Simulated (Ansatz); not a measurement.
# A constructed model of the (100) surface of rock-salt TiN, a layer of Ti, one atom over each N (bottom of the slab: a bare face, its two planes held)

All values below come from PBE (plane waves to 420 eV, PAW; Ansatz, an electronic-structure program).

Set-up: 13 atoms, 13.2 Å thick at the start with caps and adatoms (thin: gaps and levels are the slab's own); mesh 12x12x1; 0.1 eV smearing; dipole correction on; 4 atoms held, the rest relaxed; start symmetry kept, larger cells not searched; no spin, no spin-orbit, no U. In PBE it is, or lies within 0.01 eV a 1x1 cell of, the lowest of the 2 structures of its composition computed so far; subsurface sites and larger cells were not tried.

The work function of the top face comes out as 3.82 eV and the energy released by relaxation is 0.77 eV. The cost is very roughly 8 core-minutes.
